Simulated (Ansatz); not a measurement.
The starting structures come from a database of crystals and need not be the phases stable at ambient conditions.

Inside the gap of an insulator the Bloch states are evanescent, with a wavenumber k + iκ along the transport direction.

Consider the following.

```
K2MgCl4
1.0
    4.92835     0.00000     0.00000
    0.00000    15.61871     0.00000
    2.46418     7.80936     2.46418
K Mg Cl
2 1 4
Direct
  0.00000   0.35806   0.00000
  0.00000   0.64194   0.00000
  0.00000   0.00000   0.00000
  0.00000   0.16033   0.00000
  0.00000   0.83967   0.00000
  0.50000   0.00000   0.00000
  0.50000   0.50000   0.00000
```

Space group of this cell: I4/mmm. The cell is taken as given.

Transport runs along the normal of the first two printed cell vectors, the (100) plane of the conventional cell.

The gap is the functional's own. No spin-orbit coupling. Mid-gap values are interpolated on the energy grid.

Problem. Predict the band gap and the smallest decay constant κ at mid-gap from r2SCAN (Ansatz, an electronic-structure program).

Solution. Gap 5.70 eV on a 12×12×12 mesh; κ = 0.423 1/Å, at the zone centre.
